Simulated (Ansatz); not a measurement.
# Worked example: self-consistent single point of La2O3 (P-3m1, 5 atoms in the cell) in Ansatz

Method: PBE (plane waves, PAW; Ansatz, a first-principles code).

This input was run:

Ansatz 0.2 input:
```yaml
crystal:
  lattice:
    - [1.97985000, -3.42920100, 0.00000000]
    - [1.97985000, 3.42920100, 0.00000000]
    - [0.00000000, 0.00000000, 6.16065000]
  atoms:
    - { symbol: La, position: [0.33333333, 0.66666667, 0.24700000] }
    - { symbol: La, position: [0.66666667, 0.33333333, 0.75300000] }
    - { symbol: O, position: [0.00000000, 0.00000000, 0.00000000] }
    - { symbol: O, position: [0.33333333, 0.66666667, 0.64700000] }
    - { symbol: O, position: [0.66666667, 0.33333333, 0.35300000] }
basis:
  ecutwfc: 420.0 eV
kpoints:
  mp_grid: { grid: [7, 7, 4] }
hamiltonian:
  xc: pbe
  pseudopotentials: { kind: paw }
scf:
  occupations: { method: fermi_dirac, width: 0.05 eV }
output:
  forces: true
  eigenvalues: true
  stress: true
```

Log, with long lists cut:

```
WARN ansatz: RAYON_NUM_THREADS=1 ignored (pool sized by the plan → 1); use --threads N
Pseudopotentials: kind: paw
Pseudopotential: La, paw, valence charge 11
Pseudopotential: O, paw, valence charge 6
Crystal: 5 atoms, lattice volume = 83.653 Å³
Basis set: ecut = 420 eV, 1677 PW (Γ), exchange–correlation on 54×54×90 points (8 copies of the dense FFT grid, shifted against one another)
Bands: 25, of which v1, the nominal top of the filled ones, is band 20 counted from 1 (19 counted from 0)
Symmetry: 12 space group operations
Space group: P-3m1 (ITA 164), of the structure as read, at distance tolerance 4.4e-5 Å
k-points: 28 of 196
Initial density: superposition of atomic densities (neutral atoms: chi_scale 0, normalization atom), corrected by the library's trained network
Initial wavefunctions: pseudopotential atomic-orbital guess
Eigensolver: davidson
Functional: x = pbe(κ = 0.804, μ = 0.2195149727645171), c = pbe(β = 0.06672455060314922)
SCF iter   1: F=—  HF=-14212.063952 eV  |F-HF|=—  |Δ(HF+E_count)|=         —  Δρ=2.31e-3  dr2=4.60e-3  ethr=1.77e-3  ⟨swp⟩=5.6  Hψ=3283  notcnv=0
all-band conjugate gradients solve this SCF's bands
preconditioner: auto → Resta (q_TF=auto, 2.413 Å⁻¹)
SCF iter   2: F=—  HF=-14212.064874 eV  |F-HF|=—  |Δ(HF+E_count)|=   9.22e-4  Δρ=1.47e-3  dr2=1.04e-3  ethr=1.15e-5  ⟨swp⟩=2.2  Hψ=1509  notcnv=0  defer=4
SCF iter   3: F=—  HF=-14212.065304 eV  |F-HF|=—  |Δ(HF+E_count)|=   4.31e-4  Δρ=6.82e-4  dr2=4.03e-4  ethr=2.60e-6  ⟨swp⟩=2.0  Hψ=1128  notcnv=0  defer=4
SCF iter   4: F=—  HF=-14212.065495 eV  |F-HF|=—  |Δ(HF+E_count)|=   1.90e-4  Δρ=1.08e-4  dr2=9.02e-6  ethr=1.01e-6  ⟨swp⟩=2.5  Hψ=1111  notcnv=0  defer=4
SCF iter   5: F=—  HF=-14212.065464 eV  |F-HF|=—  |Δ(HF+E_count)|=   3.03e-5  Δρ=7.13e-5  dr2=4.06e-6  ethr=2.25e-8  ⟨swp⟩=2.0  Hψ=1178  notcnv=0  defer=4
SCF iter   6: F=—  HF=-14212.065464 eV  |F-HF|=—  |Δ(HF+E_count)|=   3.74e-7  Δρ=2.48e-5  dr2=4.18e-7  ethr=1.01e-8  ⟨swp⟩=2.1  Hψ=1028  notcnv=0  defer=4
SCF iter   7: F=-14212.065464 eV  HF=-14212.065464 eV  |F-HF|=3.98e-8  |Δ(HF+E_count)|=   1.10e-7  Δρ=5.66e-6  dr2=2.77e-8  ethr=2.50e-10  ⟨swp⟩=12.9  Hψ=3559  notcnv=0
SCF 1 converged in 7 iterations: F = -14212.065464 eV  dr2 = 2.77e-8
SCF converged after 7 iterations
Free energy (F): -14212.065464 eV
Harris-Foulkes:  -14212.065464 eV  (|F-HF|=3.98e-8)
Internal energy: -14212.065464 eV  (E = F + TS)
E sigma→0 (E₀):  -14212.065464 eV
Fermi energy:    11.341725 eV
--- Per-component energies (eV) ---
  E_band       = -18.903948
  E_kinetic    = 910.422197
  E_local      = -1559.397520  (includes V_loc(G=0)·N_el)
  E_nonlocal   = 336.409890
  E_hartree    = 555.033657
  E_xc         = -502.872613
  E_vxc        = -581.177863  (∫ρ·V_xc dr)
  E_paw        = -11307.712434  (= ΣΔE_a)
  E_vpaw       = -235.234499  (= ΣTr[D̂ρ^β])
  E_aug_tail   = 0.007216  (compensation charges beyond the density's cutoff)
  E_ewald      = -2643.955858
  E_smearing   = -0.000000  (= −TS)
  E_closure    = 0.000000  (closes the sum)
  Σ components = -14212.065464   (vs F -14212.065464, Δ=0.00e0)
--- Forces (eV/Å), atoms counted from 1 ---
  atom   1  La     0.00000000     0.00000000     0.02361516
  atom   2  La    -0.00000000    -0.00000000    -0.02361516
  atom   3  O     -0.00000000    -0.00000000     0.00000000
  atom   4  O      0.00000000    -0.00000000    -0.04581770
  atom   5  O      0.00000000     0.00000000     0.04581770
  max |Σ_I F_I| component: 3.64e-17 eV/Å
--- Stress (GPa, compression-positive) ---
       -1.182092      -0.000000       0.000000
       -0.000000      -1.182092       0.000000
        0.000000       0.000000      -0.316046
  P = ⅓ Tr σ = -0.8934 GPa (-8.934 kbar)
  The stress holds the Pulay correction. Without it, at fixed plane waves, as pw.x and ABINIT print it: P = -1.3203 GPa
--- Band table (eV; the first three rows and the last of 28) ---
  k-point 0: bands = ["-20.4783", "-20.2590", "-7.4364", "-6.2516", "-5.7794", "-3.9465", "-3.9465", "-3.7296", "-3.7296", "-3.6439", "-2.9124", "7.0942", "7.0942", "7.2543", "7.2543", "7.3825", "7.8037", "9.0679", "9.0679", "9.3097", "13.6122", [...]
  k-point 1: bands = ["-20.4478", "-20.2915", "-7.3594", "-6.2529", "-5.9242", "-3.9189", "-3.9189", "-3.7581", "-3.7581", "-3.5307", "-2.9293", "6.8832", "6.8832", "7.0540", "7.4521", "7.4521", "8.1497", "9.0223", "9.1106", "9.1106", "13.7545", [...]
  k-point 2: bands = ["-20.3844", "-20.3567", "-7.2664", "-6.2837", "-6.0463", "-3.8730", "-3.8730", "-3.8049", "-3.8049", "-3.4211", "-2.9518", "6.7723", "6.7723", "6.8798", "7.5460", "7.5460", "8.4114", "8.6768", "9.1591", "9.1591", "13.9725", [...]
  k-point 27: bands = ["-20.2420", "-20.2358", "-7.8489", "-7.7628", "-6.1673", "-4.4508", "-4.0197", "-3.9609", "-3.5455", "-2.4899", "-2.4507", "7.0120", "7.2682", "7.7209", "7.9535", "8.1463", "8.8383", "8.9863", "9.0677", "9.3559", "13.6507", [...]
```

The run converged in 7 iterations.

The starting cell has typed, rounded lattice constants, without a prior relaxation at this level. Its lattice was rescaled by up to half a per cent. Ansatz's pressure includes its estimate of the finite-basis (Pulay) stress.
